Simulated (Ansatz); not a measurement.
The parent structure is NaCl in the rock salt structure (space group Fm-3m, No. 225; a = 5.696 Å).

Structures relaxed with Ansatz (an electronic-structure program), PBE, PAW, cutoff 420 eV, scalar-relativistic without spin-orbit coupling.

Base:

Simulated powder pattern, Cu Kα, λ = 1.54184 Å (kinematic, ideal powder, no thermal factors, no anomalous dispersion; the 10 strongest lines at most, above 2 %, up to 2θ = 90°):

```csv
2θ (°),I/Imax (%),hkl
27.12,8.2,(111)
31.41,100,(200)
45.02,66,(220)
55.92,21,(222)
65.56,9.4,(400)
74.50,25,(420)
83.07,18,(422)
```

One thing is altered: every lattice vector is shortened by 1.00 %; the atoms relax in the strained cell.

After the change:

Simulated powder pattern, Cu Kα, λ = 1.54184 Å (kinematic, ideal powder, no thermal factors, no anomalous dispersion; the 10 strongest lines at most, above 2 %, up to 2θ = 90°):

| 2θ (°) | I/Imax (%) | hkl |
|---|---|---|
| 27.40 | 8.1 | (111) |
| 31.74 | 100 | (200) |
| 45.50 | 66 | (220) |
| 56.54 | 21 | (222) |
| 66.31 | 9.3 | (400) |
| 75.39 | 25 | (420) |
| 84.10 | 18 | (422) |

The indices refer to the base's conventional cell; one index is shown for lines that coincide.

Stability against distortions was not tested.
